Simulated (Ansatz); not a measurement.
The starting structures come from a database of crystals and need not be the phases stable at ambient conditions.

By PBEsol, the system below comes out a metal.

A figure of merit of an interconnect metal is its ballistic conductance per area.

Input:

```yaml
crystal:
  lattice:
    - [3.24347, 0.00000, 0.00000]
    - [0.00000, 4.58696, 0.00000]
    - [0.00000, 2.29348, 2.29348]
  atoms:
    - { symbol: Hf, position: [0.00000, 0.00000, 0.00000] }
    - { symbol: Os, position: [0.50000, 0.50000, 0.00000] }
```

The cell is taken as given; by PBEsol it stands under a pressure of -4.1 GPa.

The current flows along the normal of the first two printed cell vectors, the (110) plane of the conventional cell. No spin-orbit coupling; the value is a mean over 0.1 eV about the Fermi level.

State the ballistic conductance per area according to PBEsol (Ansatz, an electronic-structure program).

0.32 × 10¹⁵ S/m² for both spins.
